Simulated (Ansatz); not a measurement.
## BN with two functionals

Base system: BN in the zinc blende structure (space group F-43m, No. 216; a = 3.624 Å).

(Cell as relaxed with PBE.)

Levels (all Ansatz, a first-principles code, PAW, earlier PAW set): PBE (420 eV, spin-orbit coupling left out); PBEsol (420 eV, no spin-orbit coupling).

Each level relaxes its own structure.

| quantity | PBE | PBEsol |
|---|---|---|
| volume per atom | 5.95 Å³ | … |
| lattice parameter a | 6.849 bohr | … |
| band gap | 4.46 eV | … |
| gap character | indirect, Γ → X | … |
| electron mass | 0.91 mₑ along k, 0.30 mₑ across | … |
| hole mass (degenerate bands, along [100]) | 0.50, 0.53, 0.53 mₑ | … |

What does PBEsol give?


- volume per atom, PBEsol: 5.86 Å³
- lattice parameter a, PBEsol: 6.813 bohr
- band gap, PBEsol: 4.29 eV
- gap character, PBEsol: indirect, Γ → X
- electron mass, PBEsol: 0.89 mₑ along k, 0.29 mₑ across
- hole mass (degenerate bands, along [100]), PBEsol: 0.52 mₑ

PBE's volume per atom lies 0.09 Å³ above PBEsol's (1.6 %); PBE's lattice parameter a lies 0.036 bohr above PBEsol's (0.5 %); PBE's band gap lies 0.165 eV above PBEsol's; the two agree on the gap character. Neither level is exact; PBEsol is the comparison here, not a measurement.

Masses are band curvatures over ±0.01 Å⁻¹ around the edge. Along k means along the line from Γ to the band edge. Whether these cells are dynamically stable was not tested.
